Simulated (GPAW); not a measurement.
Band structure of NbH (Cmme, 4 atoms in the cell).

```xyz
4
Lattice="1.8542 -2.4047 0.0000 1.8542 2.4047 0.0000 0.0000 0.0000 4.8273" Properties=species:S:1:pos:R:3 pbc="T T T"
Nb     1.8542    -1.2023     1.2978
Nb     1.8542     1.2023     3.5295
H      0.9271     0.0000     0.0000
H      2.7813     0.0000     0.0000
```

Computed with LDA (Perdew-Wang 92), GPAW PAW datasets LDA (gpaw-data 1.0.1) (plane waves; GPAW 25.7.0).

Settings: mode = pw; ecut = 800 eV; xc = LDA; kpts = 11 11 7; mesh shift (steps) = 0 0 0; occupations.name = methfessel-paxton; occupations.width = 0.136 eV; occupations.order = 0; nbands = -12; convergence.forces = 0.001 eV/Å; symmetry.symmorphic = false; symmetry.tolerance = 0.0005; maxiter = 150; bandpath_npoints = 40.

The starting cell comes from a database of computed structures (which also holds hypothetical and non-ambient phases and stackings), without a prior relaxation at this level. Its lattice was rescaled by a random factor within 2.5 % of one. Spin polarisation is off.

Levels in eV from the Fermi level, bands 11 to 18:
```
point     11     12     13     14    15    16    17    18
-----  -----  -----  -----  -----  ----  ----  ----  ----
Γ      -3.99  -1.51  -0.83  -0.75  0.36  0.98  2.54  2.54
X      -3.49  -3.18  -1.06   1.41  1.79  2.09  2.67  3.01
S      -2.47  -2.47  -1.12  -1.12  1.34  1.34  1.93  1.93
R      -1.93  -1.93  -0.51  -0.51  1.19  1.19  2.47  2.47
A      -2.52  -2.30  -1.95  -1.76  1.37  1.42  2.40  3.15
Z      -4.02  -2.06  -2.04   0.12  0.90  1.35  1.38  1.68
Y      -4.04  -3.89  -0.68   1.96  2.20  2.41  3.65  3.67
X1     -3.49  -3.18  -1.06   1.41  1.79  2.09  2.67  3.01
A1     -2.52  -2.30  -1.95  -1.76  1.37  1.42  2.40  3.15
T      -3.00  -2.96  -2.06  -0.78  0.13  0.88  4.07  4.23
```

Bands cross the Fermi level along this path, so the cell is metallic at this level.
